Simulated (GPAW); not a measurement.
Worked example: self-consistent single point of As₂Ru (Pnnm, 6 atoms in the cell) in GPAW.

Method of the run: LDA (Perdew-Wang 92), GPAW PAW datasets LDA (gpaw-data 1.0.1) (plane waves; GPAW).

```
CELL_PARAMETERS angstrom
      5.43556     0.00000     0.00000
      0.00000     6.20595     0.00000
      0.00000     0.00000     3.00115
ATOMIC_POSITIONS crystal
  As 0.32922 0.86635 0.50000
  As 0.67078 0.13365 0.50000
  As 0.82922 0.63365 0.00000
  As 0.17078 0.36635 0.00000
  Ru 0.50000 0.50000 0.50000
  Ru 0.00000 0.00000 0.00000
```

Reference input (self-consistent single point, DFT LDA (Perdew-Wang 92), plane waves, GPAW PAW datasets LDA (gpaw-data 1.0.1)): mode = pw; ecut = 600 eV; xc = LDA; kpts = 3 3 6; mesh shift (steps) = 0 0 0; occupations.name = fermi-dirac; occupations.width = 0.01 eV; nbands = -6; convergence.density = 1e-05 e/electron; convergence.bands = -4; symmetry.symmorphic = false; symmetry.tolerance = 0.0005. This run's input differs from it in these lines:

```diff
@@ -18,3 +18,3 @@
             xc='LDA',
-            kpts={'size': (3, 3, 6), 'gamma': True},
+            kpts=(3, 3, 5),
             occupations={'name': 'fermi-dirac', 'width': 0.01},
```

Output (repeated stretches shortened):

```
     iter     time        total  log10-change:
                         energy   eigst   dens
iter:   1 --:--:--   -47.238763   +0.38
iter:   2 --:--:--   -47.053116   -1.03  -1.21
iter:   3 --:--:--   -46.370357   -1.15  -1.22
iter:   4 --:--:--   -46.457166   -1.84  -1.32
iter:   5 --:--:--   -46.020962   -1.67  -1.35
iter:   6 --:--:--   -46.210252   -1.51  -2.08
iter:   7 --:--:--   -45.996093   -1.80  -1.88
iter:   8 --:--:--   -46.022106   -2.79  -2.47
iter:   9 --:--:--   -46.004823   -3.46  -2.33
iter:  10 --:--:--   -45.996154c  -2.75  -2.50
iter:  11 --:--:--   -45.995589c  -4.33  -3.20
iter:  12 --:--:--   -45.995587c  -5.22  -3.55
iter:  13 --:--:--   -45.995715c  -5.19  -3.54
iter:  14 --:--:--   -45.995845c  -5.32  -3.39
iter:  15 --:--:--   -45.995545c  -4.26  -3.28
iter:  16 --:--:--   -45.995513c  -5.94  -3.78
iter:  17 --:--:--   -45.995511c  -6.82  -4.19
iter:  18 --:--:--   -45.995511c  -6.92  -4.37
iter:  19 --:--:--   -45.995510c  -8.06c -4.46
iter:  20 --:--:--   -45.995510c  -7.72c -4.77
iter:  21 --:--:--   -45.995510c  -7.94c -4.80
iter:  22 --:--:--   -45.995510c  -7.96c -4.90
iter:  23 --:--:--   -45.995510c  -8.11c -4.93
iter:  24 --:--:--   -45.995510c  -9.23c -5.27c
Converged after 24 iterations.

Dipole moment: (0.000000, 0.000000, -0.000000) |e|*Ang

Energy contributions relative to reference atoms: (reference = -491926.461206)

Kinetic:        +36.132855
Potential:      -39.008982
External:        +0.000000
XC:             -42.602958
Entropy (-ST):   -0.000000
Local:           -0.516425
SIC:             +0.000000
--------------------------
Free energy:    -45.995510
Extrapolated:   -45.995510

Showing only first 2 kpts
 Kpt  Band  Eigenvalues  Occupancy
  0    24      8.30312    2.00000
  0    25      8.43799    2.00000
  0    26     10.67172    0.00000
  0    27     11.35878    0.00000

  1    24      7.83774    2.00000
  1    25      7.99600    2.00000
  1    26      9.20509    0.00000
  1    27     10.01819    0.00000

Fermi level: 8.91352

Gap: 0.570 eV
Transition (v -> c):
   [... lines left out ...]
Direct gap: 0.964 eV
   [... lines left out ...]
  0 As   -0.08806   -0.14202    0.00000
  1 As    0.08806    0.14202    0.00000
  2 As   -0.08806    0.14202    0.00000
  3 As    0.08806   -0.14202    0.00000
  4 Ru    0.00000    0.00000    0.00000
  5 Ru    0.00000    0.00000    0.00000

Stress tensor:
     0.036541     0.000000     0.000000
     0.000000     0.041796     0.000000
     0.000000     0.000000     0.035232
Stress (GPa, Voigt): [5.8545 6.6965 5.6447 0.     0.     0.    ]
```

The run converged in 24 iterations. GPAW prints stress with tension positive. Against the reference run the free energy is nearly the same (within 1 meV/atom), the pressure moves little (-6.04 to -6.07 GPa), the largest force goes from 0.196 to 0.167 eV/Å and the gap on the mesh goes from 0.645 to 0.570 eV.

The starting cell comes from a database of computed structures (which also holds hypothetical and non-ambient phases and stackings), without a prior relaxation at this level. With a pressure of about -6 GPa the cell is away from its equilibrium volume at this level. Another mesh or the band path of this cell gives a smaller gap, so this value is not converged in the mesh.

Cost on one core of a shared machine: roughly 40 s.
